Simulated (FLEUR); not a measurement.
A self-consistent single point of SnSe2 (P-3m1, 3 atoms in the cell) with FLEUR.

Computed with PBE, all-electron FLAPW (FLEUR), scalar-relativistic valence.

The change in words: lattice scaled by 0.98. Reference geometry:
```yaml
crystal:
  lattice:
    - [3.82576, 0.00000, 0.00000]
    - [-1.91288, 3.31321, 0.00000]
    - [0.00000, 0.00000, 6.45864]
  atoms:
    - { symbol: Sn, position: [0.00000, 0.00000, 0.00000] }
    - { symbol: Se, position: [0.66667, 0.33333, 0.75710] }
    - { symbol: Se, position: [0.33333, 0.66667, 0.24290] }
```

Reference input (self-consistent single point, DFT, PBE, all-electron FLAPW (FLEUR), scalar-relativistic valence): Kmax = 4.2 1/bohr; GmaxXC = 14.7 1/bohr; xcFunctional = pbe; jspins = 1; l_soc = F; mode = hist; fermiSmearingEnergy = 0.0001 Htr; mesh (inpgen div1-3) = 7 7 4; inpgen gamma flag = true; Gmax = 14.7 1/bohr; numbands = 0; maxIterBroyd = 15. This run's input differs from it in these lines:

```diff
@@ -3,5 +3,5 @@
 &input film=f /
-7.2296463816 -0.0000000474 0.0000000000
--3.6148231498 6.2610574505 0.0000000000
-0.0000000000 0.0000000000 12.2050588478
+7.0850539149 -0.0000005030 0.0000000000
+-3.5425265218 6.1358369290 0.0000000000
+0.0000000000 0.0000000000 11.9609572551
 1.0
@@ -44,5 +44,5 @@
          <bravaisMatrix>
-            <row-1>    7.2296463816000003    -0.0000000474000000     0.0000000000000000</row-1>
-            <row-2>   -3.6148231497999999     6.2610574505000001     0.0000000000000000</row-2>
-            <row-3>    0.0000000000000000     0.0000000000000000    12.2050588478000002</row-3>
+            <row-1>    7.0850539148999996    -0.0000005030000000     0.0000000000000000</row-1>
+            <row-2>   -3.5425265218000002     6.1358369289999999     0.0000000000000000</row-2>
+            <row-3>    0.0000000000000000     0.0000000000000000    11.9609572551000003</row-3>
          </bravaisMatrix>
```

Log, with long lists cut:

```
 Iteration:     1   Distance:       6.02076599 me/bohr^3
 Iteration:     2   Distance:       5.57540019 me/bohr^3
 Iteration:     3   Distance:       2.42511129 me/bohr^3
 Iteration:     4   Distance:       0.81416266 me/bohr^3
 Iteration:     5   Distance:       0.69371833 me/bohr^3
   [... 6 lines left out ...]
 Iteration:    12   Distance:       0.00024553 me/bohr^3
 Iteration:    13   Distance:       0.00011345 me/bohr^3
 Iteration:    14   Distance:       0.00003582 me/bohr^3
 Iteration:    15   Distance:       0.00000421 me/bohr^3
 Reset of history
 Run finished successfully
 Stop message:
   Structural relaxation: new displacements generated

[file out, last iteration]
             iter=     16
[...]
          total density-effective poten   -1.8025372379E+04
          total charge density-energy d   -3.4156821743E+02
 Updated energy parameters for spin:           1
[...]
 fermi energy and band-weighting factors:

[...]
FERMIE:
          first approx. to ef    (T=0)  :   0.205070 htr   (energy of the highest occ. eigenvalue)
          number of occ. states  (T=0)  :        644
          first approx. to seigv (T=0)  : -35.780254 htr
          sum of weights of occ. states :  23.000000
          sum of semicore charge        :   0.000000 e
FERHIS:  Fermi-Energy by histogram:
          bandgap                     :   0.034892 htr
   [... lines left out ...]
          charge neutrality (T=0)     :   0.000000    (zero if the highest occ. eigenvalue is "entirely" occupied)
 Direct bandgap for spin            1 :    4.9816338161099205E-002  Htr
 ---->    free energy=                    -11039.6383212569 htr
   [... lines left out ...]
      extrapolation for T->0
 ---->    total electron energy=          -11039.6383212569 htr
 ***** TOTAL FORCES ON ATOMS *****
 TOTAL FORCE FOR ATOM TYPE=  1  X=  0.000   Y=  0.000   Z=  0.000
                       FX_TOT= 0.000000 FY_TOT= 0.000000 FZ_TOT= 0.000000
 TOTAL FORCE FOR ATOM TYPE=  2  X= -3.543   Y=  2.045   Z= -2.905
                       FX_TOT= 0.000000 FY_TOT= 0.000000 FZ_TOT=-0.020902
```

The run converged in 15 iterations. FLEUR gives forces in its relaxation mode, with a further iteration, so its stop message speaks of a relaxation. Against the reference run the free energy goes up by 57.4 meV/atom, the largest force goes from 0.439 to 1.075 eV/Å and the gap on the mesh goes from 0.866 to 0.949 eV.

The starting cell comes from a database of computed structures (which also holds hypothetical and non-ambient phases and stackings), without a prior relaxation at this level. Its lattice was rescaled by a random factor within 2.5 % of one. For this run, on top of that: lattice scaled by 0.98. Values depend on the basis (sphere radii, cutoffs, local orbitals), which need not be converged. Forces in this geometry exceed 1 eV/Å.

Cost on one core of a shared machine: roughly 2 min.
